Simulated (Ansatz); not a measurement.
**CsCl-type PdIn**

Level of theory: rVV10 (Ansatz, an electronic-structure program, plane waves, PAW).

Run with plane-wave cutoff 500 eV, 18×18×18 k mesh, Fermi–Dirac smearing 0.1 eV, scalar-relativistic PAW data made under PBE.

Cell (relaxed at this level):

```cif
data_InPd
_chemical_formula_sum 'In1 Pd1'
_space_group_name_H-M_alt 'Pm-3m'
_space_group_IT_number 221
_space_group_name_Hall '-P 4 2 3'
_cell_length_a 3.33006
_cell_length_b 3.33006
_cell_length_c 3.33006
_cell_angle_alpha 90.000
_cell_angle_beta 90.000
_cell_angle_gamma 90.000
loop_
_atom_site_label
_atom_site_type_symbol
_atom_site_symmetry_multiplicity
_atom_site_Wyckoff_symbol
_atom_site_fract_x
_atom_site_fract_y
_atom_site_fract_z
_atom_site_occupancy
In1 In 1 b 0.50000 0.50000 0.50000 1
Pd1 Pd 1 a 0.00000 0.00000 0.00000 1
```

For CsCl-type PdIn, the equilibrium volume per atom comes out as 18.46 Å³/atom. The lattice parameter a is 3.330 Å.

Spin–orbit coupling is not included.

The computed numbers hold no vibrational or temperature effects.

Cost on a shared machine: about 40 core-seconds (a rough figure).
